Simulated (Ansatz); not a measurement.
## A self-consistent single point of Ta2Co (I4/mcm, 6 atoms in the cell) with Ansatz

Level of theory: PBEsol, default PAW files made with PBE (plane waves; Ansatz, a first-principles code).

The input file:

Ansatz 0.2 input:
```yaml
crystal:
  lattice:
    - [-3.042140, 3.042140, 2.482760]
    - [3.042140, -3.042140, 2.482760]
    - [3.042140, 3.042140, -2.482760]
  atoms:
    - { symbol: Ta, position_ang: [4.023839, 0.981699, -0.000000] }
    - { symbol: Ta, position_ang: [-0.981699, 2.060441, 2.482760] }
    - { symbol: Ta, position_ang: [2.060441, 0.981699, 2.482760] }
    - { symbol: Ta, position_ang: [0.981699, 2.060441, 0.000000] }
    - { symbol: Co, position_ang: [0.000000, 0.000000, 3.724140] }
    - { symbol: Co, position_ang: [0.000000, 0.000000, 1.241380] }
kpoints:
  mp_grid:
    grid: [6, 6, 6]
hamiltonian:
  xc: pbesol
  pseudopotentials:
    kind: paw
scf:
  occupations:
    method: fermi_dirac
    width: 0.1
output:
  forces: true
  eigenvalues: true
  stress: true
```

The program printed (abridged):

```
WARN basis.ecutwfc = 420 eV, the default
WARN ansatz: RAYON_NUM_THREADS=1 ignored (pool sized by the plan → 1); use --threads N
Pseudopotentials: kind: paw
Pseudopotential: Ta, paw, valence charge 13
Pseudopotential: Co, paw, valence charge 17
Crystal: 6 atoms, lattice volume = 91.908 Å³
Basis set: ecut = 420 eV, 1801 PW (Γ), exchange–correlation on 72×72×72 points (8 copies of the dense FFT grid, shifted against one another)
Bands: 52, of which v1, the nominal top of the filled ones, is band 43 counted from 1 (42 counted from 0)
Symmetry: 16 space group operations
Space group: I4/mcm (ITA 140), of the structure as read, at distance tolerance 4.5e-5 Å
k-points: 30 of 216
PAW frozen core: Ta, regenerated for the run's functional, and the local potential with it
PAW frozen core: Co, regenerated for the run's functional, and the local potential with it
Initial density: superposition of atomic densities (neutral atoms: chi_scale 0, normalization atom), corrected by the library's trained network
Initial wavefunctions: pseudopotential atomic-orbital guess
Eigensolver: davidson
Functional: x = pbesol(κ = 0.804, μ = 0.12345679012345678), c = pbesol(β = 0.046)
SCF iter   1: F=—  HF=-49413.728589 eV  |F-HF|=—  |Δ(HF+E_count)|=         —  Δρ=2.76e-2  dr2=6.12e-1  ethr=1.77e-3  ⟨swp⟩=4.4  Hψ=5160  notcnv=0
all-band conjugate gradients solve this SCF's bands
preconditioner: auto → Kerker (q_TF=auto, 2.698 Å⁻¹)
SCF iter   2: F=—  HF=-49413.700672 eV  |F-HF|=—  |Δ(HF+E_count)|=   2.79e-2  Δρ=1.11e-2  dr2=1.28e-1  ethr=7.12e-4  ⟨swp⟩=2.0  Hψ=1979  notcnv=0
SCF iter   3: F=—  HF=-49413.692545 eV  |F-HF|=—  |Δ(HF+E_count)|=   8.13e-3  Δρ=2.23e-3  dr2=8.64e-3  ethr=1.48e-4  ⟨swp⟩=1.0  Hψ=1560  notcnv=0
SCF iter   4: F=—  HF=-49413.691803 eV  |F-HF|=—  |Δ(HF+E_count)|=   7.43e-4  Δρ=4.99e-4  dr2=1.52e-4  ethr=1.00e-5  ⟨swp⟩=1.6  Hψ=1588  notcnv=0
SCF iter   5: F=—  HF=-49413.691782 eV  |F-HF|=—  |Δ(HF+E_count)|=   2.10e-5  Δρ=2.07e-4  dr2=2.81e-5  ethr=1.76e-7  ⟨swp⟩=2.0  Hψ=2851  notcnv=0
SCF iter   6: F=—  HF=-49413.691794 eV  |F-HF|=—  |Δ(HF+E_count)|=   1.21e-5  Δρ=3.61e-5  dr2=1.17e-6  ethr=3.27e-8  ⟨swp⟩=1.1  Hψ=1562  notcnv=0
SCF iter   7: F=-49413.691793 eV  HF=-49413.691793 eV  |F-HF|=4.44e-8  |Δ(HF+E_count)|=   2.75e-7  Δρ=1.00e-5  dr2=4.83e-8  ethr=1.16e-10  ⟨swp⟩=6.7  Hψ=6861  notcnv=0
SCF 1 converged in 7 iterations: F = -49413.691793 eV  dr2 = 4.83e-8
SCF converged after 7 iterations
Free energy (F): -49413.691793 eV
Harris-Foulkes:  -49413.691793 eV  (|F-HF|=4.44e-8)
Internal energy: -49413.513818 eV  (E = F + TS)
E sigma→0 (E₀):  -49413.602806 eV
Entropy (-TS):   -0.177975 eV (-29.663 meV/atom)
Fermi energy:    19.120741 eV
--- Per-component energies (eV) ---
  E_band       = -878.297825
  E_kinetic    = 2380.898406
  E_local      = -9206.154615  (includes V_loc(G=0)·N_el)
  E_nonlocal   = 971.382899
  E_hartree    = 3818.530863
  E_xc         = -1186.870109
  E_vxc        = -1228.830065  (∫ρ·V_xc dr)
  E_paw        = -36052.763850  (= ΣΔE_a)
  E_vpaw       = -1432.668668  (= ΣTr[D̂ρ^β])
  E_aug_tail   = 0.000706  (compensation charges beyond the density's cutoff)
  E_ewald      = -10139.769542
  E_core_change = 1.231424  (= ΣΔE_core)
  E_smearing   = -0.177975  (= −TS)
  E_closure    = 0.000000  (closes the sum)
  Σ components = -49413.691793   (vs F -49413.691793, Δ=0.00e0)
--- Forces (eV/Å), atoms counted from 1 ---
  atom   1  Ta     0.00259931     0.00259931     0.00000000
  atom   2  Ta    -0.00259931    -0.00259931    -0.00000000
  atom   3  Ta    -0.00259931     0.00259931     0.00000000
  atom   4  Ta     0.00259931    -0.00259931    -0.00000000
  atom   5  Co     0.00000000     0.00000000    -0.00000000
  atom   6  Co    -0.00000000     0.00000000     0.00000000
  max |Σ_I F_I| component: 2.26e-17 eV/Å
--- Stress (GPa, compression-positive) ---
       -3.371876       0.000000      -0.000000
        0.000000      -3.371876      -0.000000
       -0.000000       0.000000      -4.424382
  P = ⅓ Tr σ = -3.7227 GPa (-37.227 kbar)
  The stress holds the Pulay correction. Without it, at fixed plane waves, as pw.x and ABINIT print it: P = -3.8150 GPa
--- Band table (eV; the first three rows and the last of 30) ---
  k-point 0: bands = ["-75.5060", "-75.4866", "-48.3449", "-48.2971", "-48.2446", "-48.2446", "-39.0824", "-38.8989", "-38.8944", "-38.8944", "-38.8750", "-38.8750", "-15.1805", "-15.0961", "-15.0148", "-15.0148", "-14.9354", "-14.9354", "-14.7943", [...]
  k-point 1: bands = ["-75.5061", "-75.4866", "-48.3405", "-48.2967", "-48.2497", "-48.2446", "-39.0821", "-38.8989", "-38.8945", "-38.8938", "-38.8750", "-38.8749", "-15.1558", "-15.1244", "-15.0530", "-15.0167", "-14.9304", "-14.8890", "-14.7801", [...]
  k-point 2: bands = ["-75.5061", "-75.4865", "-48.3310", "-48.2932", "-48.2632", "-48.2447", "-39.0816", "-38.8989", "-38.8947", "-38.8924", "-38.8750", "-38.8747", "-15.1545", "-15.1084", "-15.0761", "-15.0203", "-14.9065", "-14.8556", "-14.7978", [...]
  k-point 29: bands = ["-75.5061", "-75.4865", "-48.2857", "-48.2857", "-48.2841", "-48.2784", "-39.0803", "-38.8989", "-38.8920", "-38.8920", "-38.8746", "-38.8746", "-15.2777", "-15.1794", "-15.0232", "-14.8776", "-14.8470", "-14.8470", [...]
```

The run converged in 7 iterations.

The starting cell comes from a database of computed structures (which also holds hypothetical and non-ambient phases and stackings), without a prior relaxation at this level. Spin-orbit coupling is off. Spin polarisation is off. With a pressure of about -4 GPa the cell is away from its equilibrium volume at this level. Ansatz's pressure includes its estimate of the finite-basis (Pulay) stress.
